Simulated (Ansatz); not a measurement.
The structure below was relaxed with PBE, PAW, 420 eV (Ansatz, a first-principles code; spin-orbit coupling left out), earlier PAW set, at pressure 18 GPa.

```yaml
crystal:
  lattice:
    - [-2.54622, 3.73847, 2.64529]
    - [2.54622, -3.73847, 2.64529]
    - [2.54622, 3.73847, -2.64529]
  atoms:
    - { symbol: S, position: [0.86431, 0.74887, 0.61318] }
    - { symbol: S, position: [0.36431, 0.75113, 0.11545] }
    - { symbol: S, position: [0.63569, 0.24887, 0.88455] }
    - { symbol: S, position: [0.13569, 0.25113, 0.38682] }
    - { symbol: Si, position: [0.75000, 0.75000, 0.00000] }
    - { symbol: Si, position: [0.25000, 0.25000, 0.00000] }
```

Question: Find the space group and the Wyckoff positions.

Answer: Space group Ibam (No. 72); a = 5.0924 Å, b = 7.4769 Å, c = 5.2906 Å, α = β = γ = 90.00°

| atom | site | symmetry | x | y | z |
|---|---|---|---|---|---|
| S | 8j | ..m | 0.2511 | 0.1357 | 0.0000 |
| Si | 4a | 222 | 0.0000 | 0.0000 | 0.2500 |

Question: Describe the coordination.

Answer: The crystal has 12 atoms in its conventional cell. Conventional cell: a = 5.0924 Å, b = 7.4769 Å, c = 5.2906 Å, α = β = γ = 90.00°. S has 2 Si at 2.101 Å (bent). Si has 4 S at 2.101 Å (tetrahedral). (Neighbours: up to the widest gap in distance over summed covalent radii, below 1.35, at either atom.)

From pressure 18 GPa on, the axis ratios lie over 15 % from the base's, so the cell there is far from its starting form. Load acts through the strain it causes; cell and atoms are relaxed under it. No phonon test of stability was made. No other phases were tried under pressure. The cell was made from SiS$_{2}$ (space group Ibam, No. 72; made of chains) by this change: pressure 18 GPa. No dispersion term is included, though the crystal is made of layers, chains or molecules, so its spacings can come out too wide.
